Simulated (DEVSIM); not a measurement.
Device: abrupt CdTe p-n junction, at 300 K.

Layer 1 from the left is CdTe, thickness (μm) 2.50, Na (cm⁻³) 1.5e15, τn (s) 2.9e-9, τp (s) 2.9e-9. Layer 2 from the left is CdTe, thickness (μm) 33.0, Nd (cm⁻³) 1.4e15, τn (s) 2.9e-9, τp (s) 2.9e-9.

Left contact: ohmic. Right contact: ohmic. Voltage is applied to the left contact. Recombination: SRH at mid-gap, radiative. Mobility is constant in doping.

The device is made up for the run: typed textbook-type constants, with dimensions and the other settings drawn at random. Values at 300 K.

CdTe: gap (eV) 1.5, affinity (eV) 4.28, permittivity 10.2, Nc (cm⁻³) 8e17, Nv (cm⁻³) 1.8e19, μn (cm²/Vs) 1000, μp (cm²/Vs) 80, B (cm³/s) 1e-10.

Problem. Estimate by hand the built-in potential, the peak field at zero bias, the capacitance at -3 V, and compare with a numerical solution.

Solution. 
- Built-in potential: ni = √(Nc Nv) exp(−Eg/2kT) = 954000 cm⁻³ with Eg = 1.500 eV; Vbi = kT/q ln(Na Nd/ni²) = 1.093 V; numerical 1.093 V.
- Peak field at zero bias: depletion approximation: W = √(2εVbi/(qN)) = 1.30 μm with N = 7.24e14 cm⁻³; field = 2Vbi/W = 16800 V/cm; numerical 16400 V/cm (estimate above by 2.4 %).
- Capacitance at -3 V: C = √(qεN / 2(Vbi + |V|)) = 3.58 nF/cm²; numerical 3.60 nF/cm² (estimate below by 0.63 %).

Simulated with DEVSIM: 1D drift-diffusion, Boltzmann statistics, complete ionisation; no tunnelling, impact ionisation, image-force lowering or self-heating.
